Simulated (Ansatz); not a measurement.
# Response to strain in ZnO

The parent structure is ZnO in the wurtzite structure (space group P6_3mc, No. 186; a = 3.235 Å, c = 5.211 Å). Axes: x lies along a and z along c of the hexagonal cell.

Strains are applied to the cell and any free atomic positions relax; under biaxial strain the out-of-plane vector relaxes too; under stress the whole cell relaxes.

Level of theory: r2SCAN in Ansatz (plane waves to 500 eV, PAW, spin-orbit coupling left out).

| case | electron mass | band gap | width of the top valence band |
|---|---|---|---|
| base | 0.19 mₑ (at Γ) | 1.24 eV | 1.83 eV |
| biaxial strain +4.48 %, plane normal [001], relaxed out of plane | 0.20 mₑ out of plane, 0.18 mₑ in plane (at Γ) | 1.26 eV | 1.73 eV |
| isotropic strain −2.94 % | 0.21 mₑ (at Γ) | 1.37 eV | 2.04 eV |
| uniaxial strain ε_zz = +1.05 % | 0.18 mₑ (at Γ) | 1.21 eV | 1.82 eV |
| uniaxial strain ε_zz = +1.38 % | 0.19 mₑ (at Γ) | 1.20 eV | 1.81 eV |
| uniaxial stress, 3 GPa tension along x | 0.19 mₑ (at Γ) | 1.21 eV | – |

Effective masses come from finite differences of ±0.01 Å⁻¹. Beyond what the load breaks, stability against distortions was not tested.

Ansatz is an electronic-structure program.
